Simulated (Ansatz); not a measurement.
Consider PbS in the rock salt structure (space group Fm-3m, No. 225; a = 5.9030 Å).

Method: PBEsol (Ansatz, a first-principles code), scalar-relativistic without spin-orbit coupling.

One change was made to it. Results:

The shortest interatomic distance shrinks by 0.070 Å to 2.882 Å; the density grows by 0.57 g/cm³ (7.73 g/cm³ → 8.30 g/cm³).

Problem. Name the change that was made.
(A) pressure 5 GPa
(B) pressure 0.3 GPa
(C) pressure 0.7 GPa
(D) pressure −1 GPa

Solution. A, pressure 5 GPa. For comparison, the shortest interatomic distance in the other runs: pressure 0.7 GPa gives 2.940 Å; pressure −1 GPa gives 2.969 Å; pressure 0.3 GPa gives 2.947 Å.

Load acts through the strain it causes; cell and atoms are relaxed under it. Stability against distortions was not tested. No other phases were tried under pressure. The base started in Pnma and relaxed to Fm-3m at this level.
